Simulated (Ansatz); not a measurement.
BaZnF₄ (Cmc2_1), PBEsol, rigid bands (Ansatz, an electronic-structure program): N_c = 9.51e18 cm⁻³ at 300 K and an electron conductivity mass of 0.507 mₑ along z (a = (2.09, -7.28, 0.00) Å; b = (2.09, 7.28, 0.00) Å; c = (0.00, 0.00, 5.82) Å).

### Question
For 1e17 electrons per cm³ at 300 K, place the Fermi level, estimate the Seebeck coefficient of a parabolic band with constant τ, and give mobility and conductivity for τ = 5 fs.

### Answer
The level lies k_BT ln(N_c/n) = 0.118 eV below the conduction-band minimum. S ≈ −(k_B/e)[ln(N_c/n) + 5/2] = -608 μV/K, against -608 μV/K from the full bands (mean over directions). μ = eτ/m = 17.3 cm²/(V·s) and σ = neμ = 0.278 S/cm. τ is assumed, not computed.

Band transport and this doping are assumed; polarons and phonon drag are left out. Spin-orbit coupling is left out.

Formula and space group known from diffraction (Crystallography Open Database), not checked to be the room-temperature form: BaZnF4 (Cmc2_1).
